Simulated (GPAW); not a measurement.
**Several settings converged on Nb (Im-3m, 1 atom in the cell)**

```yaml
crystal:
  lattice:
    - [-1.65825, 1.65825, 1.65825]
    - [1.65825, -1.65825, 1.65825]
    - [1.65825, 1.65825, -1.65825]
  atoms:
    - { symbol: Nb, position: [0.00000, 0.00000, 0.00000] }
```

Base method: PBE, GPAW PAW datasets PBE (gpaw-data 1.0.1) (plane waves; GPAW).

Base settings: mode = pw; ecut = 600 eV; xc = PBE; kpts = 10 10 10; mesh shift (steps) = 0 0 0; occupations.name = fermi-dirac; occupations.width = 0.1 eV; nbands = -7; convergence.density = 1e-05 e/electron; convergence.energy = 1e-05 eV/electron.

The count of work is k-points × plane waves × bands × iterations; it is no time. Core times come from one kind of shared machine, to one figure; runs under 30 s give none.

**The width of Fermi-Dirac smearing**

In this ladder: kpts = 16 16 16.

Narrow widths need finer meshes than wide ones, so the last steps can hold mesh noise.

Only quantities that move along the ladder and can be compared are tabulated; pressure and forces are left out, as mesh noise rules them at narrow widths.

| occupations.width | free energy less the last step's (meV/atom) | energy extrapolated to zero width less the last step's (meV/atom) | core time / last (rough) |
|---|---|---|---|
| 1 eV | -1805.27 | -66.85 | 0.6 |
| 0.5 eV | -482.03 | -40.75 | 0.8 |
| 0.3 eV | -187.81 | -19.49 | 0.6 |
| 0.2 eV | -86.63 | -7.03 | 0.6 |
| 0.1 eV | -18.37 | -0.22 | 0.8 |
| 0.05 eV | 0.00 | 0.00 | 1 |

Widest occupations.width that holds the free energy within 5 meV/atom: not settled: the last two steps still differ by 18 meV/atom, over half the tolerance, so the ladder does not show it.

Widest occupations.width that holds the energy extrapolated to zero width within 1 meV/atom of the last step, with all finer ones: 0.1 eV; the step before is off by 7.0 meV/atom.

The extrapolation to zero width removes most of the smearing's effect on the energy.

**The width of Methfessel-Paxton smearing**

In this ladder: kpts = 16 16 16; occupations.name = methfessel-paxton; occupations.order = 1.

Narrow widths need finer meshes than wide ones, so the last steps can hold mesh noise.

Only quantities that move along the ladder and can be compared are tabulated; pressure and forces are left out, as mesh noise rules them at narrow widths.

| occupations.width | free energy less the last step's (meV/atom) |
|---|---|
| 1 eV | -26.56 |
| 0.5 eV | -5.25 |
| 0.3 eV | -0.19 |
| 0.2 eV | -0.30 |
| 0.1 eV | -0.42 |
| 0.05 eV | 0.00 |

Widest occupations.width that holds the free energy within 1 meV/atom of the last step, with all finer ones: 0.3 eV; the step before is off by 5.2 meV/atom.

**The mesh under tetrahedron occupations**

In this ladder: occupations.name = improved-tetrahedron-method; occupations.width = default.

Only quantities that move along the ladder and can be compared are tabulated.

| kpts | free energy less the last step's (meV/atom) | pressure (GPa) | count of work / last | core time / last (rough) |
|---|---|---|---|---|
| 6 6 6 | -74.50 | -3.97 | 0.016 | – |
| 7 7 7 | -53.07 | -2.44 | 0.022 | – |
| 9 9 9 | -8.72 | -1.99 | 0.039 | – |
| 11 11 11 | -5.80 | -1.68 | 0.078 | – |
| 14 14 14 | -0.30 | -1.73 | 0.12 | – |
| 17 17 17 | -0.42 | -1.78 | 0.18 | 0.2 |
| 21 21 21 | 0.20 | -1.74 | 0.32 | 0.3 |
| 26 26 26 | -0.17 | -1.76 | 0.57 | 0.9 |
| 32 32 32 | 0.00 | -1.76 | 1.0 | 1 |

Coarsest kpts that holds the pressure within 0.1 GPa of the last step, with all finer ones: 11 11 11, at 0.078 of the last step's count of work; the step before is off by 0.23 GPa.

Coarsest kpts that holds the free energy within 1 meV/atom of the last step, with all finer ones: 14 14 14, at 0.12 of the last step's count of work; the step before is off by 5.8 meV/atom.

On the base run: the starting cell has typed, rounded lattice constants, without a prior relaxation at this level. Its lattice was rescaled by up to half a per cent. Spin polarisation is off.

Left out of this page: 4 runs of the series outside the window shown, repeating another row's setting, or not comparable.
